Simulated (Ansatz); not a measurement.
**Effect of uniaxial strain ε_zz = −1.00 % on WC**

Start from WC (space group P-6m2, No. 187; a = 2.899 Å, c = 2.827 Å; relaxed with 0.1 eV smearing). Axes: x lies along a and z along c of the hexagonal cell.

The change: uniaxial strain ε_zz = −1.00 %, all other strain components held at zero, atoms relaxed at fixed cell.

Calculations: PBEsol (Ansatz, a quantum-chemistry and plane-wave program), no spin-orbit coupling. k-mesh 23×23×20 (Γ-centred); smearing 0.1 eV (Fermi–Dirac).

- Volume per atom: 10.18 Å³ (base 10.29 Å³)
- Space group: P-6m2 (No. 187) (base P-6m2 (No. 187))
- Shortest interatomic distance: 2.182 Å (base 2.191 Å)
- Energy relative to the base (free energy F): +3.2 meV/atom
- Band gap: zero (base zero)
- Stress (xx, yy, zz, yz, xz, xy; compression positive): (1.9, 1.9, 10.2, 0.0, 0.0, 0.0) GPa

No phonon test of stability was made. All final runs are without spin polarisation.
